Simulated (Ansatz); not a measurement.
# A computed series for SnO2: carrier doping

The parent structure is SnO$_{2}$ in the rutile structure (space group P4_2/mnm, No. 136).

```
SnO2
1.0
    4.82755     0.00000     0.00000
    0.00000     4.82755     0.00000
    0.00000     0.00000     3.23815
Sn O
2 4
Direct
  0.00000   0.00000   0.00000
  0.50000   0.50000   0.50000
  0.30658   0.30658   0.00000
  0.80658   0.19342   0.50000
  0.19342   0.80658   0.50000
  0.69342   0.69342   0.00000
```

Carriers are added at fixed cell with a uniform background; the Fermi–Dirac width is that of 300 K.

Method: Ansatz (a first-principles code), PBE, PAW, cutoff 420 eV, spin-orbit coupling left out.

Notes on the quantities. Fermi level from band edge: Fermi level relative to the doped band's edge (positive inside the band; to 0.05 eV).

| electron density (10^21 cm⁻³) | Fermi level from band edge (eV) |
|---|---|
| 2 | 1.85 |
| 3 | ? |
| 5 | 2.65 |
| 20 | 4.00 |

Q: Fit E_F = C n^s, fitted as a line in log–log form (a parabolic band gives s = 2/3) to the rows shown and predict the withheld row.

A: Least squares on the printed values gives C = 1.50 eV, s = 0.33 (largest residual 0.09 eV); this predicts 2.16 eV, and the run gives 2.20 eV, in agreement.

Charged cell with a jellium background: band edges are those of the host's band count, energies are not comparable with the neutral cell, and many-body gap narrowing is missing. Stability against distortions was not tested.
